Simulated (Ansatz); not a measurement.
A self-consistent single point of Sr4Bi2O (I4mm, 7 atoms in the cell) with Ansatz (a quantum-chemistry and plane-wave program).

Level of theory: PBEsol, default PAW files made with PBE (plane waves; Ansatz).

```
Sr4Bi2O
1.0
   -2.50747     2.50747     8.79961
    2.50747    -2.50747     8.79961
    2.50747     2.50747    -8.79961
Sr Bi O
4 2 1
Direct
  0.83781   0.83781   0.00000
  0.17023   0.17023   0.00000
  0.99808   0.49808   0.50000
  0.49808   0.99808   0.50000
  0.63778   0.63778   0.00000
  0.36026   0.36026   0.00000
  0.99020   0.99020   0.00000
```

Reference input (self-consistent single point, DFT, PBEsol, plane waves, default PAW files made with PBE): basis.ecutwfc = 420 eV; kpoints.mp_grid.grid = 5 5 5; hamiltonian.xc = pbesol; hamiltonian.pseudopotentials = {kind: paw} (the program's default PAW files); scf.occupations.method = fermi_dirac; scf.occupations.width = 0.02 eV. This run's input differs from it in these lines:

Ansatz 0.2 input:
```diff
@@ -18,3 +18,4 @@
   mp_grid:
-    grid: [5, 5, 5]
+    grid: [12, 12, 12]
+    shift: [0.5, 0.5, 0.5]
 hamiltonian:
```

The program printed (abridged):

```
SCF iter   1: F=—  HF=-39021.905780 eV  |F-HF|=—  |Δ(HF+E_count)|=         —  Δρ=7.70e-3  dr2=1.47e-1  ethr=1.77e-3  ⟨swp⟩=13.4  Hψ=42658  notcnv=0  defer=6
all-band conjugate gradients solve this SCF's bands
preconditioner: auto → Resta (q_TF=auto, 2.283 Å⁻¹)
SCF iter   2: F=—  HF=-39021.882434 eV  |F-HF|=—  |Δ(HF+E_count)|=   2.33e-2  Δρ=4.11e-3  dr2=2.69e-2  ethr=1.94e-4  ⟨swp⟩=3.0  Hψ=14209  notcnv=0  defer=386
   [... lines left out ...]
SCF iter   4: F=—  HF=-39021.876703 eV  |F-HF|=—  |Δ(HF+E_count)|=   5.77e-4  Δρ=1.64e-4  dr2=1.28e-4  ethr=4.15e-6  ⟨swp⟩=2.0  Hψ=8670  notcnv=0  defer=393
SCF iter   5: F=—  HF=-39021.876695 eV  |F-HF|=—  |Δ(HF+E_count)|=   8.32e-6  Δρ=5.60e-5  dr2=1.00e-5  ethr=1.68e-7  ⟨swp⟩=2.1  Hψ=11617  notcnv=0  defer=393
SCF iter   6: F=—  HF=-39021.876913 eV  |F-HF|=—  |Δ(HF+E_count)|=   2.18e-4  Δρ=1.93e-5  dr2=9.81e-7  ethr=1.32e-8  ⟨swp⟩=2.0  Hψ=12673  notcnv=0  defer=393
SCF iter   7: F=-39021.876913 eV  HF=-39021.876913 eV  |F-HF|=2.38e-9  |Δ(HF+E_count)|=   2.96e-7  Δρ=5.15e-6  dr2=8.46e-8  ethr=1.32e-10  ⟨swp⟩=13.2  Hψ=37494  notcnv=0
SCF 1 converged in 7 iterations: F = -39021.876913 eV  dr2 = 8.46e-8
Free energy (F): -39021.876913 eV
Internal energy: -39021.876913 eV  (E = F + TS)
E sigma→0 (E₀):  -39021.876913 eV
Fermi energy:    8.510912 eV
--- Forces (eV/Å), atoms counted from 1 ---
  atom   1  Sr     0.00000000     0.00000000    -0.07798582
  atom   2  Sr    -0.00000000    -0.00000000     0.01059200
  atom   3  Sr     0.00000000    -0.00000000     0.05192219
  atom   4  Sr    -0.00000000    -0.00000000     0.05192219
  atom   5  Bi    -0.00000000     0.00000000    -0.00252310
  atom   6  Bi    -0.00000000    -0.00000000     0.06286918
  atom   7  O      0.00000000     0.00000000    -0.09677308
--- Stress (GPa, compression-positive) ---
       -1.118990      -0.000000      -0.000000
       -0.000000      -1.118990       0.000000
       -0.000000       0.000000      -0.965743
  P = ⅓ Tr σ = -1.0679 GPa (-10.679 kbar)
  The stress holds the Pulay correction. Without it, at fixed plane waves, as pw.x and ABINIT print it: P = -1.1365 GPa
```

The run converged in 7 iterations. Against the reference run the free energy falls by 2.1 meV/atom, the pressure moves little (-1.06 to -1.07 GPa), the largest force hardly changes (0.096 to 0.097 eV/Å) and the gap on the mesh goes from 0.876 to 0.865 eV.

The starting cell comes from a database of computed structures (which also holds hypothetical and non-ambient phases and stackings), without a prior relaxation at this level. Its lattice was rescaled by up to half a per cent. One atom was moved a little off its site on purpose. Spin-orbit coupling is off. Ansatz's pressure includes its estimate of the finite-basis (Pulay) stress. Another mesh or the band path of this cell gives a smaller gap, so this value is not converged in the mesh.

Cost on one core of a shared machine: roughly 3 min.
